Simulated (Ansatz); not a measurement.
The parent structure is Ge in the diamond structure (space group Fd-3m, No. 227; a = 5.676 Å). Axes: x, y, z lie along the cube axes.

The change: uniaxial stress, 2 GPa compression along z; all other stress components relax to zero.

Levels (all Ansatz, a quantum-chemistry and plane-wave program, PAW): PBEsol (420 eV, no spin-orbit coupling); r2SCAN (500 eV, no spin-orbit coupling); HSE06 (420 eV, no spin-orbit coupling).

One geometry, relaxed with PBEsol, under each level:

```csv
level,band gap,lowest conduction level above the VBM at special points,pressure
PBEsol,0.05 eV,N 0.05 eV; Γ 0.10 eV; M 0.46 eV; X 0.69 eV,0.67 GPa
r2SCAN,0.28 eV,N 0.29 eV; Γ 0.28 eV; M 0.66 eV; X 0.91 eV,0.68 GPa
HSE06,0.63 eV,N 0.63 eV; Γ 0.70 eV; M 0.94 eV,–
```

Single points use the geometry relaxed with PBEsol. Their cutoffs differ, which shifts pressures a little. The hybrid gap comes from the SCF mesh plus the semilocal run's edge points and a few special points and is an upper bound. Load acts through the strain it causes; cell and atoms are relaxed under it. Beyond what the load breaks, stability against distortions was not tested. A zero or small gap of Ge can be the functional's error rather than a property of the material. Labels are those of the standard path for the cell's own space group.
